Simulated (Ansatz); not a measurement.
The (113) surface of germanium (in the relaxation 1 B–Ge bonds formed), 1 pair of surface atoms bonded, B on one of 4 surface atoms, no caps (bottom of the slab: built like the top, H on every dangling bond, free)

Method: PBE (plane waves to 420 eV, PAW; Ansatz, a first-principles code).

Model: 32-atom slab, 12.6 Å thick at the start with caps and adatoms (thin: gaps and levels are the slab's own), 4x4x1 mesh, Fermi-Dirac 0.025 eV, dipole correction, 4 atoms held, the rest relaxed; no symmetry held; spin-polarised, no spin-orbit, no U. The slab shows no gap over 0.04 eV on its mesh. The starting moment vanished. In PBE it is, or lies within 0.01 eV a 1x1 cell of, the lowest of the 2 structures of its composition computed so far; larger cells were not tried.

```
Property                                              Value
-----------------------------  ----------------------------
work function of the top face                       4.52 eV
energy released by relaxation                       3.11 eV
cost                           very roughly 50 core-minutes
```
